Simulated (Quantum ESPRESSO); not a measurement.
## Short convergence ladders for ReTc (P3m1, 2 atoms in the cell)

```xyz
2
Lattice="2.7411 0.0000 0.0000 -1.3705 2.3738 0.0000 0.0000 0.0000 4.4269" Properties=species:S:1:pos:R:3 pbc="T T T"
Tc     1.3705     0.7913     0.0500
Re     0.0000     0.0000     2.2135
```

Base method: PBEsol, GBRV 1.5 ultrasoft (PBESOL) pseudopotentials (plane waves; Quantum ESPRESSO).

Base settings: ecutwfc = 40 Ry; ecutrho = 320 Ry; occupations = smearing; smearing = fd; degauss = 0.0073499 Ry; potentials = {Tc: tc_pbesol_v1.uspp.F.UPF, Re: re_pbesol_v1.2.uspp.F.UPF}; K_POINTS = automatic 8 8 5 0 0 0; conv_thr = 1e-10 Ry; mixing_beta = 0.4.

The count of work is k-points × plane waves × bands × iterations; it is no time. Core times come from one kind of shared machine, to one figure; runs under 30 s give none.

**The k-point mesh at a smearing width of 0.05 eV**

In this ladder: degauss = 0.0036749 Ry.

The second cell is the first with its lattice scaled by 0.98.

Only quantities that move along the ladder and can be compared are tabulated.

| K_POINTS | free energy less the last step's (meV/atom) | energy of the compressed cell less the first (meV/atom) | pressure (GPa) | largest difference of a force vector from the last step's (eV/Å) | count of work / last | core time / last (rough) |
|---|---|---|---|---|---|---|
| automatic 5 5 3 0 0 0 | -46.16 | 36.54 | -4.92 | 0.256 | 0.012 | – |
| automatic 6 6 3 0 0 0 | -1.65 | 50.29 | -2.59 | 0.102 | 0.015 | – |
| automatic 7 7 4 0 0 0 | -8.52 | 46.94 | -3.16 | 0.215 | 0.025 | – |
| automatic 10 10 6 0 0 0 | -0.91 | 46.38 | -3.25 | 0.046 | 0.070 | – |
| automatic 15 15 8 0 0 0 | 2.65 | 47.46 | -3.04 | 0.017 | 0.19 | 0.2 |
| automatic 18 18 10 0 0 0 | 0.50 | 46.83 | -3.16 | 0.003 | 0.32 | 0.3 |
| automatic 27 27 15 0 0 0 | 0.00 | 46.90 | -3.15 | 0.000 | 1.0 | 1 |

Coarsest K_POINTS that holds the free energy within 1 meV/atom of the last step, with all finer ones: automatic 18 18 10 0 0 0, at 0.32 of the last step's count of work and about 0.3 of the last step's time; the step before is off by 2.7 meV/atom.

Coarsest K_POINTS that holds the forces within 0.01 eV/Å of the last step, with all finer ones: automatic 18 18 10 0 0 0, at 0.32 of the last step's count of work and about 0.3 of the last step's time; the step before is off by 0.017 eV/Å.

Coarsest K_POINTS that holds the pressure within 0.05 GPa of the last step, with all finer ones: automatic 18 18 10 0 0 0, at 0.32 of the last step's count of work and about 0.3 of the last step's time; the step before is off by 0.11 GPa.

The energy difference between the two cells stays within 1 meV/atom of the last step's from automatic 7 7 4 0 0 0 on, the total only from automatic 18 18 10 0 0 0 on: much of the error is common to both cells and cancels.

**The width of Methfessel-Paxton smearing**

In this ladder: smearing = mp; K_POINTS = automatic 13 13 8 0 0 0.

Narrow widths need finer meshes than wide ones, so the last steps can hold mesh noise.

Only quantities that move along the ladder and can be compared are tabulated; pressure and forces are left out, as mesh noise rules them at narrow widths.

| degauss | free energy less the last step's (meV/atom) |
|---|---|
| 0.073499 Ry | 10.36 |
| 0.036749 Ry | 2.42 |
| 0.02205 Ry | -0.09 |
| 0.0073499 Ry | 0.00 |

Widest degauss that holds the free energy within 5 meV/atom of the last step, with all finer ones: 0.036749 Ry; the step before is off by 10 meV/atom.

On the base run: the starting cell comes from a database of computed structures (which also holds hypothetical and non-ambient phases and stackings), without a prior relaxation at this level. Its lattice was rescaled by up to half a per cent. One atom was moved a little off its site on purpose. Spin polarisation is off. In the base run, with a pressure of about -3 GPa the cell is away from its equilibrium volume at this level.

Left out of this page: 2 runs of the series outside the window shown, repeating another row's setting, or not comparable.
